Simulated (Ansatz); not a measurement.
# Effect of isotropic strain −3.00 % on MoSi2

The reference is MoSi₂ (space group I4/mmm, No. 139; a = 3.190 Å, c = 7.822 Å; relaxed with 0.1 eV smearing).

The change: the cell is scaled by 0.9700 in all directions, atoms relaxed at fixed cell.

Computed with PBEsol, PAW, 420 eV (Ansatz, a quantum-chemistry and plane-wave program; no spin-orbit coupling). k-mesh 25×25×25 (Γ-centred); smearing 0.1 eV (Fermi–Dirac).

| quantity | base | changed | shift |
|---|---|---|---|
| volume per atom | 13.27 Å³ | 12.11 Å³ | -1.16 Å³ |
| space group | I4/mmm (No. 139) | I4/mmm (No. 139) | – |
| shortest interatomic distance | 2.580 Å | 2.521 Å | -0.059 Å |
| energy relative to the base (free energy F) | 0 meV/atom | +82 meV/atom | +82 meV/atom |
| band gap | zero | zero | – |

Final structure:

```
CELL_PARAMETERS angstrom
     -1.54719     1.54719     3.79367
      1.54719    -1.54719     3.79367
      1.54719     1.54719    -3.79367
ATOMIC_POSITIONS crystal
  Si 0.66616 0.66616 0.00000
  Si 0.33384 0.33384 0.00000
  Mo 0.00000 0.00000 0.00000
```

No phonon test of stability was made. The final runs are not spin-polarised.
